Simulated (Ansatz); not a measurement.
The starting structures come from a database of crystals and need not be the phases stable at ambient conditions.

 Where the default PAW files enter, the runs use the earlier of Ansatz's two default sets.

Input:

```
CELL_PARAMETERS angstrom
      3.85882     0.00000     0.00000
      0.00000     4.01862     0.00000
      1.92941    -0.09523     6.50305
ATOMIC_POSITIONS crystal
  Nb 0.14652 0.93194 0.70696
  Nb 0.85348 0.06806 0.29304
  O  0.14904 0.48437 0.70192
  O  0.85096 0.51563 0.29808
  O  0.00000 0.00000 0.00000
  O  0.31490 0.00543 0.37020
  O  0.68510 0.99457 0.62980
```

Space group of this cell: C2/m. The cell is taken as given; by LDA its mean pressure is -10.8 GPa.

Transport runs along the normal of the first two printed cell vectors.

No gap correction and no spin-orbit coupling; mid-gap values are interpolated between computed energies.

Q: State the band gap and the smallest decay constant κ at mid-gap according to LDA (Ansatz, an electronic-structure program).

A: Gap 2.11 eV on a 8×8×8 mesh; κ = 0.305 1/Å, at (0.500, 0.000) of the in-plane reciprocal vectors. At the zone centre, at the nearest computed energy, the slowest state has κ = 0.41 1/Å.
